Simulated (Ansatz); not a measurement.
```xyz
2
Lattice="12.5000 0.0000 0.0000 0.0000 11.0000 0.0000 0.0000 0.0000 3.1917" Properties=species:S:1:pos:R:3 pbc="T T T"
Re     5.4710     5.5000     0.0000
Re     7.0290     5.5000     1.5958
```

These are PBE (plane waves to 420 eV, PAW; Ansatz, a first-principles code) values and carry that method's errors. Mesh 1×1×82. Collinear spin, started with parallel moments, which vanish. It repeats along c; a and b span vacuum. A model structure. Only distortions within the start's symmetry and period were free. Pairing along the axis, which can open a gap, is among the distortions not tried. Values not marked SOC lack spin–orbit coupling.

Q: Say what this body is, and give its properties.

A: Free zigzag chain of Re atoms. A hypothetical model.
```
Quantity                                                                                                             Value
--------------------------------------------------------------------  ----------------------------------------------------
PBE gap                                                                                               none (under 0.01 eV)
crossings of the Fermi level between Γ and the zone edge (49 points)  4, each for both spins (ideal conductance 4 × 2e²/h)
```
